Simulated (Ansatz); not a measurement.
Defect migration in silicon strained by +1.5 % along x and y, z held: interstitial C, neutral cell. Level of theory: PBE, PAW (plane waves to 420 eV; Ansatz, an electronic-structure program).

Settings: 64 host sites, the strained lattice (strain from the relaxed PBE one, atoms relaxed), a 2×2×2 k-point mesh shifted by half a step, smearing 0.01 eV, spin-restricted, no image-charge correction. Energies are static. The charge state is imposed; whether it is stable for some Fermi level was not computed. Sites that were not tried may lie lower.

Barriers: single points on a 3×3×3 k-point mesh shifted by half a step at the bands' geometries.

The step: several atoms move together, Si the farthest; the atom moves 1.10 Å along (0.05, -0.08, 0.18) of the unit cell; at the end the C atom holds a host Si site and a host atom stands off its site; the moving atom starts with neighbours C at 1.75 Å and ends with C at 1.88; Si at 2.31 Å.

Problem. What is the computed migration barrier of this step (PBE, PAW)?

Solution. 0.72 eV forward and 0.083 eV backward. At the saddle the moving atom has neighbours C at 1.83; Si at 2.30 Å. The saddle point's order was not checked.
